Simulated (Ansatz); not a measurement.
Levels about the gap of amorphous Ti$_{20}$O$_{43}$Ga$_{2}$ (65 atoms in a cell of 842 Å³, 3.52 g/cm³; zone centre alone, so wide bands show as single levels with stretches between that a denser mesh fills), at the geometry that PBE relaxed, where it gives 0.0 GPa on a denser mesh. The participation number counts the atoms over which a state spreads; weights are charges in smoothed Voronoi cells. The levels come from a single point, so bond lengths are those of that geometry. Method of the levels: PBE, scalar-relativistic without spin-orbit coupling (Ansatz, a first-principles code). Sampling: the zone centre alone; Fermi-Dirac width 0.02 eV; no spin polarisation. At PBE the levels at the filled edge of the gap are localised (band-tail or defect states).

A CHGNet melt-quench gave the starting glass, which DFT then relaxed. O atoms were pushed apart under 1.9 Å during the dynamics, to hinder bonds among them. The hot cell started wider than the set density and was brought back towards it in steps. It is the lowest in DFT energy of 2 quenches. It is a model cell: composition and starting density were chosen by hand, and all elements were melted together. No dispersion term was used. Its density started from a set value of 3.72 and ended at 3.52 g/cm³. Cooling (nominally 360 K/ps over its main leg) ran many orders faster than in experiment, which tends to leave more defects and strain. A cell of this size samples the disorder only roughly. Volume and shape were free in the relaxation.

```json
[
 {"E - E(highest filled), eV": "-0.39", "filling": "filled", "participation number": "22.7", "largest on": "O, 3 neighbours", "weight O": "0.93", "weight Ti": "0.07", "weight Ga": "0.00"},
 {"E - E(highest filled), eV": "-0.38", "filling": "filled", "participation number": "25.2", "largest on": "O, 2 neighbours", "weight O": "0.92", "weight Ti": "0.08", "weight Ga": "0.00"},
 {"E - E(highest filled), eV": "-0.36", "filling": "filled", "participation number": "22.9", "largest on": "O, 3 neighbours", "weight O": "0.93", "weight Ti": "0.06", "weight Ga": "0.00"},
 {"E - E(highest filled), eV": "-0.26", "filling": "filled", "participation number": "12.4", "largest on": "O, 3 neighbours", "weight O": "0.93", "weight Ti": "0.07", "weight Ga": "0.01"},
 {"E - E(highest filled), eV": "-0.20", "filling": "filled", "participation number": "16.8", "largest on": "O, 2 neighbours", "weight O": "0.92", "weight Ti": "0.08", "weight Ga": "0.00"},
 {"E - E(highest filled), eV": "-0.14", "filling": "filled", "participation number": "16.9", "largest on": "O, 2 neighbours", "weight O": "0.92", "weight Ti": "0.08", "weight Ga": "0.00"},
 {"E - E(highest filled), eV": "0.00", "filling": "filled", "participation number": "7.2", "largest on": "O, 2 neighbours", "weight O": "0.93", "weight Ti": "0.07", "weight Ga": "0.00"},
 {"E - E(highest filled), eV": "2.66", "filling": "empty", "participation number": "11.9", "largest on": "Ti, 6 neighbours", "weight O": "0.21", "weight Ti": "0.78", "weight Ga": "0.01"},
 {"E - E(highest filled), eV": "2.76", "filling": "empty", "participation number": "11.8", "largest on": "Ti, 6 neighbours", "weight O": "0.21", "weight Ti": "0.76", "weight Ga": "0.02"},
 {"E - E(highest filled), eV": "2.82", "filling": "empty", "participation number": "15.0", "largest on": "Ti, 5 neighbours", "weight O": "0.19", "weight Ti": "0.81", "weight Ga": "0.00"},
 {"E - E(highest filled), eV": "2.86", "filling": "empty", "participation number": "12.0", "largest on": "Ti, 6 neighbours", "weight O": "0.18", "weight Ti": "0.82", "weight Ga": "0.00"},
 {"E - E(highest filled), eV": "2.96", "filling": "empty", "participation number": "16.7", "largest on": "Ti, 6 neighbours", "weight O": "0.19", "weight Ti": "0.80", "weight Ga": "0.00"},
 {"E - E(highest filled), eV": "3.00", "filling": "empty", "participation number": "15.1", "largest on": "Ti, 5 neighbours", "weight O": "0.18", "weight Ti": "0.81", "weight Ga": "0.00"},
 {"E - E(highest filled), eV": "3.03", "filling": "empty", "participation number": "12.9", "largest on": "Ti, 6 neighbours", "weight O": "0.18", "weight Ti": "0.82", "weight Ga": "0.00"}
]
```

Most localised among these is the filled level at +0.00 eV, on a O atom, which has 2 neighbours (Ti 1.81 Å, Ti 1.86 Å).
